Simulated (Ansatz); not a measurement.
Cell and atoms of amorphous Si30N45Ta3:

```xyz
78
Lattice="9.6053 0.0000 0.0000 0.0000 9.6053 0.0000 0.0000 0.0000 9.6053" Properties=species:S:1:pos:R:3 pbc="T T T"
Si     4.2904     1.4124     6.3041
Si     8.6196     5.9290     9.6005
Si     2.1176     1.2737     0.8425
Si     6.3822     1.0850     8.2853
Si     3.8065     2.9408     8.7022
Si     6.2781     6.1917     1.3647
Si     0.8621     7.2949     7.4568
Si     7.4670     8.8555     0.9349
Si     1.4465     9.3073     5.4477
Si     2.6715     9.5265     8.1279
Si     8.9180     4.8841     6.9117
Si     5.8819     6.7429     4.6284
Si     4.5866     2.2289     2.1139
Si     7.8150     3.4078     1.5689
Si     6.6951     3.3716     5.2527
Si     1.8762     7.4739     2.9563
Si     2.4107     4.9551     7.8728
Si     8.9850     1.3973     9.0795
Si     4.0581     6.8350     2.1414
Si     3.9819     9.1271     3.9084
Si     9.2895     3.8270     4.1135
Si     4.4977     4.3922     5.8944
Si     3.0248     6.8247     5.5978
Si     6.4990     1.1896     3.1705
Si     4.8965     8.2416     9.2039
Si     0.9009     3.8353     9.4695
Si     0.6160     8.4012     0.5861
Si     6.8543     3.8098     8.9619
Si     2.6731     4.5584     3.5889
Si     2.3013     2.1092     3.7357
N      9.3403     6.5252     6.3510
N      8.7831     2.6865     2.8706
N      7.6210     7.1236     0.8781
N      9.5449     0.1568     4.7846
N      7.1404     1.6377     4.7075
N      8.3902     3.7332     5.6588
N      2.0206     9.3030     0.1359
N      3.3254     5.2555     4.9931
N      3.3052     8.3320     2.5533
N      0.2771     7.1084     9.0739
N      5.0302     2.7962     5.5639
N      8.9189     5.4798     3.7487
N      4.4133     7.7599     5.0227
N      5.7057     0.4757     6.7330
N      2.5759     5.9268     2.5191
N      3.8975     4.2754     7.4448
N      3.5311     3.1438     3.1164
N      6.0073     5.0933     5.3551
N      6.2627     2.6119     2.2638
N      0.7336     4.3875     7.7690
N      3.9555     8.4994     7.9468
N      6.6672     4.6362     0.8822
N      2.9082     0.6992     4.9372
N      5.6264     2.6744     8.4884
N      0.4478     8.0896     2.3220
N      3.1914     1.5655     7.6241
N      7.2028     7.8758     4.9551
N      7.8496     2.5151     0.0464
N      9.3150     4.5979     0.8810
N      1.6802     7.6713     4.7137
N      8.9698     9.6051     0.5059
N      7.4679     9.5455     2.5118
N      7.7380     5.1061     8.1681
N      3.7147     1.9184     0.6602
N      6.1811     9.3501     9.4768
N      4.8768     0.7422     3.1639
N      2.3681     6.5194     7.1631
N      1.3130     8.9905     7.1062
N      8.0759     0.9071     7.6405
N      1.3757     3.5132     4.2337
N      0.8922     2.0995     9.5032
N      5.5722     6.4580     2.9243
N      4.8332     6.8585     0.5796
N      2.6011     4.1982     9.4424
N      1.6081     1.1622     2.4943
Ta     9.0459     7.1291     4.5022
Ta     7.4499     0.1529     5.8822
Ta     9.2867     0.7047     2.9269
```

These are PBE, scalar-relativistic without spin-orbit coupling (plane waves to 420 eV, PAW; Ansatz, a first-principles code) values and carry that method's errors.

Preparation: random packing, a CHGNet melt and quench, and a DFT relaxation. N atoms were pushed apart under 1.9 Å during the dynamics, to hinder bonds among them. The hot cell started wider than the set density and was brought back towards it in steps. It is the lowest in DFT energy of 2 quenches. It is a model cell: composition and starting density were chosen by hand, and all elements were melted together. No dispersion term was used. Its density started from a set value of 3.78 and ended at 3.78 g/cm³. The simulated quench (nominally 300 K/ps over its main leg) is rapid and tends to freeze in more defects than a deposited or slowly cooled glass has. One small periodic cell is one sample of the glass; other quenches scatter about these values. The volume was held where the preparation left it, at a PBE pressure of 2.7 GPa. Stress components on the final sampling reach 6.3 GPa. On a 2×2×2 Γ-centred mesh force components of up to 0.24 eV/Å stay, since the relaxation ran on the zone centre alone.

Neighbours within Si-Si 2.60 Å, Si-N 2.18 Å, Si-Ta 2.78 Å, N-N 1.70 Å, N-Ta 2.65 Å, Ta-Ta 3.12 Å count as bonded. Two cations that share two anions don't count as bonded, nor two that share one unless they lie closer than Si-Si 2.38 Å, Si-Ta 2.71 Å, Ta-Ta 3.04 Å.

Problem. Give the coordination numbers, mean bond lengths and angles.

Solution. 
- Mean coordination of Si by anions = 4.03 (1 with 3, 27 with 4, 2 with 5)
- Mean coordination of N = 3.04 (2 with 2, 39 with 3, 4 with 4)
- Mean coordination of Ta by anions = 5.33 (2 with 5, 1 with 6)
- Mean Si-N bond = 1.762 Å (spread 0.067 Å, 121 counted)
- Mean N-Ta bond = 2.132 Å (spread 0.228 Å, 16 counted)
- Bond angle at Si = mean 109.4°, spread 14.7°
- Bond angle at N = mean 115.1°, spread 16.0°
- Bond angle at Ta = mean 104.3°, spread 27.2°

Problem. Which atoms depart from the most common coordination of their element?

Solution. Si5 has 5 (N46 1.84 Å, N54 1.85 Å, N56 1.85 Å, N64 1.87 Å, N74 1.89 Å); Si14 has 5 (N58 1.77 Å, N32 1.78 Å, N52 1.82 Å, N49 1.88 Å, N59 2.03 Å); Si25 has 3 (N51 1.59 Å, N73 1.70 Å, N65 1.72 Å); N42 has 2 (Si21 1.73 Å, Ta76 1.82 Å); N51 has 2 (Si25 1.59 Å, Si10 1.65 Å); N53 has 4 (Si9 1.84 Å, Si20 1.90 Å, Si30 1.95 Å, Si1 2.07 Å); N55 has 4 (Si16 1.68 Å, Si27 1.77 Å, Ta78 2.43 Å, Ta76 2.59 Å); N60 has 4 (Si16 1.78 Å, Si9 1.81 Å, Si23 1.82 Å, Ta76 2.31 Å); N61 has 4 (Si8 1.73 Å, Si18 1.74 Å, Si27 1.74 Å, Ta78 2.54 Å); Ta78 has 6 (N34 1.95 Å, N62 2.02 Å, N75 2.03 Å, N32 2.05 Å, N55 2.43 Å, N61 2.54 Å).

Problem. List the pairs of like atoms that count as bonded by the rules above.

Solution. There are none by these rules.
